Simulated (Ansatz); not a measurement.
Base system: HgTe in the zinc blende structure (space group F-43m, No. 216; a = 6.6507 Å).

One thing is altered: every lattice vector is stretched by 5.31 %, atoms relaxed at fixed cell.

Levels (all Ansatz, an electronic-structure program, PAW): PBE (420 eV, no spin-orbit coupling); PBE+SOC (420 eV, spin-orbit coupling included).

The geometry is relaxed with PBE.

PBE pressure: -3.5 GPa

Problem. How does going to PBE+SOC change the pressure?

Solution. The pressure falls by 0.2 GPa, from -3.5 GPa to -3.7 GPa.

Single points use the geometry relaxed with PBE. Differences between runs with and without spin-orbit coupling are approximate. The cells carry an imposed strain or load. Stability against distortions was not tested. The runs without spin-orbit coupling are not spin-polarised.
